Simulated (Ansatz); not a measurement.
**What biaxial strain +2.40 %, plane normal [001], relaxed out of plane does to CsPbCl3**

Base system: CsPbCl₃ in the cubic perovskite structure (space group Pm-3m, No. 221; a = 5.619 Å). Axes: x, y, z lie along the cube axes.

Now apply this change: biaxial strain +2.40 %, plane normal [001], relaxed out of plane (Cartesian); in-plane vectors clamped, the third vector and the atoms free.

Method: Ansatz (an electronic-structure program), PBEsol, PAW, cutoff 420 eV, spin-orbit coupling left out. Settings: 6×6×6 k-points, 0.05 eV Fermi–Dirac smearing.

| quantity | base | changed | shift |
|---|---|---|---|
| space group | Pm-3m (No. 221) | P4/mmm (No. 123) | – |
| shortest interatomic distance | 5.309 bohr | 5.276 bohr | -0.033 bohr |
| energy relative to the base (free energy F) | 0 meV/atom | +7.5 meV/atom | +7.5 meV/atom |
| pressure (mean of the normal stresses, compression positive) | 0.0 kbar | -8.9 kbar | -8.9 kbar |
| band gap | 1.83 eV | 1.92 eV | +0.09 eV |
| gap character | – | direct at A | – |
| hole mass | 0.17 mₑ (at R) | 0.17 mₑ out of plane, 0.21 mₑ in plane (at R) | – |
| out-of-plane strain | – | -0.62 % | – |
| ratio −ε⊥/ε∥ | – | 0.26 | – |
| mean in-plane stress (compression positive) | – | -1.3 GPa | – |

Final structure (turned so that z lies along the plane normal):

```
CsPbCl3
1.0
    5.75360     0.00000     0.00000
    0.00000     5.75360     0.00000
    0.00000     0.00000     5.58370
Cs Pb Cl
1 1 3
Cartesian
  0.00000   0.00000   0.00000
  2.87680   2.87680   2.79185
  2.87680   0.00000   2.79185
  0.00000   2.87680   2.79185
  2.87680   2.87680   0.00000
```

Cost of the whole job for the changed cell (relaxation, final SCF and bands): very roughly 80 core-seconds.

With Pb present, leaving out spin-orbit coupling can change the band edges. Effective masses come from finite differences of ±0.01 Å⁻¹. Whether these cells are dynamically stable was not tested. Many cubic perovskites are stable only at high temperature; tilts and polar distortions were not tested. This is not the structure that CsPbCl3 has at room temperature and ambient pressure. k-point labels follow each cell's own Brillouin zone.
